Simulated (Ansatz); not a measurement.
AlAs: pressure series

Base system: AlAs in the zinc blende structure (space group F-43m, No. 216; a = 5.7284 Å).

Cell and atoms are relaxed at each pressure.

The values are results of PBE in Ansatz (plane waves to 420 eV, PAW, no SOC), not measurements.

Candidates:
(a) pressure 30 GPa
(b) pressure −1 GPa
(c) pressure 3 GPa
(d) pressure 7 GPa
(e) pressure 100 GPa

Base values:

Band gap: 1.50 eV

Task: Order them by band gap, lowest first.

Result: (e) pressure 100 GPa (0.19 eV), (a) pressure 30 GPa (0.97 eV), (d) pressure 7 GPa (1.35 eV), (c) pressure 3 GPa (1.44 eV), (b) pressure −1 GPa (1.53 eV)

Load acts through the strain it causes; cell and atoms are relaxed under it. No phonon test of stability was made. Measured, AlAs leaves this structure (for the NiAs type) near 12 GPa (temperature not stated; as listed in Datta, Sujoy, Jana, Debnarayan, arXiv (2020)), on rising pressure, with hysteresis. The zero or small gap of AlAs under pressure 100 GPa can change with the level of theory.

Ansatz is a quantum-chemistry and plane-wave program.
